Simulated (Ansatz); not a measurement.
Fluorite PbF2 (high-temperature phase), treated with PBEsol (plane waves, PAW; Ansatz, a program for electronic structure).

Settings: plane-wave cutoff 520 eV, 8×8×8 k mesh, perturbation theory, scalar-relativistic PAW data made under PBE.

Computed at the level's own relaxed cell.

Estimate the high-frequency dielectric constant and static dielectric constant that the calculation returns.


* **high-frequency dielectric constant**: 3.41
* **static dielectric constant**: 29.3

Spin–orbit coupling is not included; it can shift volumes and moduli of such heavy elements.

The result took roughly 6 core-minutes.
